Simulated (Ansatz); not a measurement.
B20 (FeSi-type) MnSi was calculated with PBEsol (Ansatz, an electronic-structure program, plane waves, PAW).

Numerical settings: plane-wave cutoff 520 eV, 12×12×12 k mesh, Fermi–Dirac smearing 0.05 eV, spin-polarised with parallel moments, scalar-relativistic PAW data made under PBE.

Results at a series of volumes:

```
V (Å³/atom)  E − E_lowest (meV/atom)  P (GPa)
-----------  -----------------------  -------
10.720                         13.13     9.78
10.944                          3.16     4.62
11.167                          0.00    -0.01
11.390                          2.97    -4.19
11.614                         11.49    -7.97
```

Estimate the bulk modulus from the pressures at 10.944 and 11.390 Å³/atom, and compare it with a fit to all energies.

B = −V dP/dV. Between V = 10.944 and 11.390 Å³/atom, dP/dV = (-4.19 − (4.62))/(11.390 − 10.944) = -19.8 GPa per Å³/atom; at the midpoint 11.167 Å³/atom this gives B ≈ 221 GPa. The third-order Birch–Murnaghan fit gives V0 = 11.166 Å³/atom, B0 = 220 GPa, B′ = 4.2, which lies within 1 % of that estimate.

Shape and atoms are relaxed at each volume.

Measured, for comparison: bulk modulus 167 GPa (room temperature, not corrected to a static lattice; as tabulated in Study of the compressibility of FeSi, MnSi, and CoS2 (JETP Letters), abstract); equilibrium volume per atom 11.85 Å³/atom (temperature not stated, not corrected to a static lattice; as tabulated in Wikipedia's data pages). Computed (rounded) less measured: bulk modulus +32 %, equilibrium volume per atom -5.7 %.

Note: the collinear magnetic order is the start's and need not be the measured one; the bulk modulus comes from volumes at which shape and atoms were relaxed.

Static lattice: no zero-point or thermal effects.

The result took roughly 60 core-minutes.
